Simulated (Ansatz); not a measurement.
Defect calculation: H interstitial in germanium

These are PBE, PAW (plane waves to 420 eV; Ansatz, a quantum-chemistry and plane-wave program) values and carry that method's errors. Details: 64-site cell; 2×2×2 shifted k-points; start: void with 4Ge nearest; the functional closes the host's gap; finite-size errors of tenths of an eV.

Neighbours after relaxation, in Å: of the H atom: Ge 1.65, Ge 2.62, Ge 2.62, Ge 2.63, Ge 2.85, Ge 2.85, Ge 2.85.

Formation energies E_f are those of the neutral cell. Chemical conditions: host crystal and elements as references (Δμ(H) = 0.00 eV; H taken from its element, since no compound that bounds it was computed at this level; only phases computed here count, gases as isolated molecules at 0 K). Reference phases: H: H2 molecule in a box.

The name describes the start; the neighbours show where the atoms ended.

| charge | moment (μB) | largest move off a lattice site (Å) | E_f, host crystal and elements as references (eV) |
|---|---|---|---|
| 0† | fractional | 0.60 | 1.58 |

† Not settled in this cell, so no level is given: charge 0: fractional moment, a level filled in part.

Starting moments that weren't kept: charge 0 began with 1 μB and ended with 0.5.

Not the lowest form: the same atoms on another site or from another start ended lower, by 0.37 eV at charge 0.
